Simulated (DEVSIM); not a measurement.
Structure: abrupt Ge n-p junction, at 250 K.

Layer 1 from the left is Ge, thickness (μm) 1.80, Nd (cm⁻³) 3.9e18, τn (s) 1.2e-5, τp (s) 1.2e-5. Layer 2 from the left is Ge, thickness (μm) 62.0, Na (cm⁻³) 2e14, τn (s) 1.2e-5, τp (s) 1.2e-5.

Left contact: ohmic. Right contact: ohmic. Voltage is applied to the left contact. Recombination: SRH at mid-gap. Mobility is μmin + (μ − μmin)/(1 + (N/Nref)^α).

Constants are typed, rounded textbook-type inputs, not results; the design itself was drawn at random and stands for no fabricated device. Values at 300 K; Nc and Nv go as T^1.5, mobilities as T to minus their exponent, the gap by Varshni's rule with the affinity fixed.

Ge: gap (eV) 0.664, affinity (eV) 4, permittivity 16, Nc (cm⁻³) 1.04e19, Nv (cm⁻³) 6e18, μn (cm²/Vs) 3900, μp (cm²/Vs) 1900, μn,min 150, μp,min 100, Nref,n 2.6e17, Nref,p 4e17, αn 0.56, αp 0.6, T exponent of μn 1.66, T exponent of μp 2.33, Varshni α (eV/K) 0.000477, Varshni β (K) 235.

Q: Estimate by hand the built-in potential, the peak field at zero bias, the capacitance at 6 V, and compare with a numerical solution.

A: 
- Built-in potential: ni = √(Nc Nv) exp(−Eg/2kT) = 7.88e11 cm⁻³ with Eg = 0.683 eV; Vbi = kT/q ln(Na Nd/ni²) = 0.451 V; numerical 0.451 V.
- Peak field at zero bias: depletion approximation: W = √(2εVbi/(qN)) = 2.00 μm with N = 2.00e14 cm⁻³; field = 2Vbi/W = 4520 V/cm; numerical 84400 V/cm (estimate below by 95 %).
- Capacitance at 6 V: C = √(qεN / 2(Vbi + |V|)) = 1.88 nF/cm²; numerical 1.89 nF/cm² (estimate below by 0.99 %).

Simulated with DEVSIM: 1D drift-diffusion, Boltzmann statistics, complete ionisation; no tunnelling, impact ionisation, image-force lowering or self-heating.
